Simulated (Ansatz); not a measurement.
How the bulk modulus of TiAl (Pm-3m, No. 221; start mp-1061123; another space group than a measured phase of this formula) moves with the method

No measured value is used here.

```csv
level (code),value (GPa),cell (Å³/atom)
LDA (Ansatz),126,15.25
PBEsol (Ansatz),119,15.72
r²SCAN (Ansatz),120,15.96
```

LDA, PBEsol, r²SCAN: the run has no spin polarisation, so it can have missed a magnetic state. LDA, PBEsol, r²SCAN: the bulk modulus is −V dP/dV from two relaxed cells at ±2 % in volume. LDA, PBEsol, r²SCAN: the relaxation could not lower the start's symmetry, so the cell can be a saddle point above a distorted one. Each level is taken at its own relaxed cell. Cutoffs differ between the levels. Ansatz's density-functional and Hartree–Fock values are scalar-relativistic unless marked +SOC, with PAW data made under PBE.

A start named mp-… is a Materials Project structure, which can be a computed phase never made.

Ansatz is a quantum-chemistry and plane-wave program.
